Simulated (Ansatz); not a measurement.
Levels about the gap of amorphous Zr20O42Si (63 atoms in a cell of 816 Å³, 5.14 g/cm³; zone centre alone, so wide bands show as single levels with stretches between that a denser mesh fills), at the geometry that PBE relaxed, where it gives -0.2 GPa on a denser mesh. The participation number counts the atoms over which a state spreads; weights are charges in smoothed Voronoi cells. The levels come from a single point, so bond lengths are those of that geometry. Method of the levels: PBE, scalar-relativistic without spin-orbit coupling (Ansatz, a program for electronic structure). Sampling: the zone centre alone; Fermi-Dirac width 0.02 eV; no spin polarisation. At PBE the levels at the filled edge of the gap are localised (band-tail or defect states).

It comes from a melt-quench run on a machine-learned potential (CHGNet), relaxed afterwards by DFT. O atoms were pushed apart under 1.9 Å during the dynamics, to hinder bonds among them. The hot cell started wider than the set density and was brought back towards it in steps. It is the lowest in DFT energy of 2 quenches. It is a model cell: composition and starting density were chosen by hand, and all elements were melted together. No dispersion term was used. Its density started from a set value of 5.14 and ended at 5.14 g/cm³. The quench (nominally 300 K/ps over its main leg) was far faster than any real one, so the model tends to hold more defects than a real film. A cell of this size samples the disorder only roughly. The volume was held where the preparation left it and the shape relaxed, at a PBE pressure of -0.2 GPa (tension). Stress components on the final sampling reach 0.7 GPa. Cycles of charging lowered its energy after that relaxation.

```
E - E(highest filled), eV  filling  participation number        largest on  weight O  weight Zr  weight Si
-------------------------  -------  --------------------  ----------------  --------  ---------  ---------
-0.47                       filled                  17.3   O, 2 neighbours      0.95       0.05       0.00
-0.44                       filled                  15.1   O, 2 neighbours      0.94       0.06       0.00
-0.40                       filled                  19.0   O, 4 neighbours      0.94       0.06       0.00
-0.37                       filled                  18.6   O, 3 neighbours      0.94       0.06       0.00
-0.26                       filled                  15.2   O, 3 neighbours      0.95       0.05       0.00
-0.17                       filled                  16.8   O, 4 neighbours      0.94       0.06       0.00
0.00                        filled                   7.4   O, 3 neighbours      0.96       0.04       0.00
3.48                         empty                  24.0  Zr, 7 neighbours      0.35       0.65       0.00
3.52                         empty                  17.8  Zr, 6 neighbours      0.37       0.63       0.00
3.77                         empty                  24.9  Zr, 6 neighbours      0.34       0.66       0.00
3.80                         empty                  25.1  Zr, 6 neighbours      0.34       0.66       0.00
3.87                         empty                  29.5  Zr, 8 neighbours      0.33       0.66       0.00
3.89                         empty                  18.0  Zr, 6 neighbours      0.34       0.65       0.00
3.93                         empty                  28.3  Zr, 7 neighbours      0.34       0.66       0.00
```

Most localised among these is the filled level at +0.00 eV, on a O atom, which has 3 neighbours (Zr 2.13 Å, Zr 2.15 Å, Zr 2.25 Å).
